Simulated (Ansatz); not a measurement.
Functionals compared on a constructed model of the (111) surface of fcc Au, a pseudomorphic layer of Ni in the host's stacking (bottom of the slab: a bare face, its two planes held), in Ansatz (plane waves, PAW). The structure was relaxed with PBE; the other rows are single points on it. Cutoff 420 eV.

Model: 7-atom slab, 14.1 Å thick at the start, 15x15x1 mesh, Fermi-Dirac 0.1 eV, dipole correction, 2 atoms held, the rest relaxed; held to the start's symmetry, so lower structures may exist; spin-polarised, ending with about 0.7 μB a cell; orders that need a larger cell were not tried, no spin-orbit, no U. It is one candidate, not shown to be the stable structure of the face. These notes are the PBE run's.

```json
[
 {"functional": "PBE", "work function of the top face (eV)": "4.75", "magnetic moment of the cell (μB)": "0.67", "rough cost of the single point": "–"},
 {"functional": "RPBE", "work function of the top face (eV)": "…", "magnetic moment of the cell (μB)": "0.67", "rough cost of the single point": "very roughly 80 core-seconds"}
]
```

Question: Fill in the missing entries.

Answer: 
- RPBE, work function of the top face (eV): 4.57

Ansatz is a quantum-chemistry and plane-wave program.
